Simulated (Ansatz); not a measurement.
## Convergence study of the plane-wave cutoff for Zn₇Mo (I4mm, 8 atoms in the cell)

```
Zn7Mo
1.0
    0.00000     3.87310     3.87310
    3.87310     0.00000     3.87310
    3.87310     3.87310     0.00000
Zn Mo
7 1
Cartesian
  1.93655   1.93655   0.00000
  1.93655   1.93655   3.87310
  0.00000   1.93655   1.93655
  3.87310   1.93655   1.93655
  1.93655   0.00000   1.93655
  1.93655   3.87310   1.93655
  3.87310   3.87310   3.92310
  0.00000   0.00000   0.00000
```

Method: PBEsol, default PAW files made with PBE (plane waves; Ansatz, a quantum-chemistry and plane-wave program).

Base settings: basis.ecutwfc = 420 eV; kpoints.mp_grid.grid = 3 3 3; hamiltonian.xc = pbesol; hamiltonian.pseudopotentials = {kind: paw} (the program's default PAW files); scf.occupations.method = fermi_dirac; scf.occupations.width = 0.1 eV.

The second cell is the first with its lattice scaled by 0.98.

The mesh stays at the base's, so the ladder's end is converged at best in this setting alone.

The first pressure column holds Ansatz's estimate of the finite-basis (Pulay) stress, which hides part of the cutoff error; the other is without it.

Only quantities that move along the ladder and can be compared are tabulated.

The count of work is k-points × plane waves × bands × iterations; it is no time. 

The starting cell comes from a database of computed structures (which also holds hypothetical and non-ambient phases and stackings), without a prior relaxation at this level. Its lattice was rescaled by up to half a per cent. One atom was moved a little off its site on purpose. Spin polarisation is off. Without a gap this mesh is coarse (it stands for a supercell whose shortest vector is 16 Å).

| basis.ecutwfc | free energy less the last step's (meV/atom) | energy of the compressed cell less the first (meV/atom) | pressure (GPa) | pressure without the Pulay estimate (GPa) | largest difference of a force vector from the last step's (eV/Å) | count of work / last |
|---|---|---|---|---|---|---|
| 145 eV | 34291.66 | 159.25 | 6.02 | -1158.39 | 1.823 | 0.075 |
| 170 eV | 16106.92 | -443.29 | 4.65 | -625.21 | 0.154 | 0.075 |
| 190 eV | 8543.10 | 74.69 | -8.54 | -376.29 | 0.071 | 0.094 |
| 210 eV | 4653.61 | -68.20 | 2.51 | -233.82 | 0.057 | 0.098 |
| 230 eV | 2306.79 | 43.08 | 1.25 | -136.41 | 0.169 | 0.11 |
| 250 eV | 1162.24 | -8.25 | 6.55 | -80.98 | 0.109 | 0.12 |
| 295 eV | 143.86 | 5.10 | -1.85 | -17.50 | 0.043 | 0.16 |
| 335 eV | 16.72 | 5.50 | -2.58 | -4.79 | 0.009 | 0.17 |
| 380 eV | 3.14 | 3.70 | -2.79 | -2.96 | 0.001 | 0.23 |
| 420 eV | 1.71 | 3.64 | -2.80 | -2.89 | 0.000 | 0.27 |
| 460 eV | 0.77 | 3.63 | -2.79 | -2.84 | 0.000 | 0.31 |
| 505 eV | 0.36 | 3.63 | -2.79 | -2.81 | 0.000 | 0.35 |
| 565 eV | 0.24 | 3.63 | -2.79 | -2.80 | 0.000 | 0.42 |
| 630 eV | 0.14 | 3.63 | -2.79 | -2.80 | 0.000 | 0.45 |
| 735 eV | 0.06 | 3.63 | -2.79 | -2.79 | 0.000 | 0.62 |
| 840 eV | 0.03 | 3.63 | -2.79 | -2.79 | 0.000 | 0.66 |
| 1010 eV | 0.00 | 3.63 | -2.79 | -2.79 | 0.000 | 1.0 |

Coarsest basis.ecutwfc that holds the pressure within 0.5 GPa of the last step, with all finer ones: 335 eV, at 0.17 of the last step's count of work; the step before is off by 0.94 GPa.

Coarsest basis.ecutwfc that holds the energy of the compressed cell less the first within 0.2 meV/atom of the last step, with all finer ones: 380 eV, at 0.23 of the last step's count of work; the step before is off by 1.9 meV/atom.

Coarsest basis.ecutwfc that holds the forces within 0.01 eV/Å of the last step, with all finer ones: 335 eV, at 0.17 of the last step's count of work; the step before is off by 0.043 eV/Å.

The energy difference between the two cells stays within 1 meV/atom of the last step's from 380 eV on, the total only from 460 eV on: much of the error is common to both cells and cancels.

At the lowest cutoff the pressure without the Pulay estimate lies 1160 GPa under the last step's, the usual sign of Pulay stress in an incomplete plane-wave basis.

Keys are those of Ansatz 0.2.
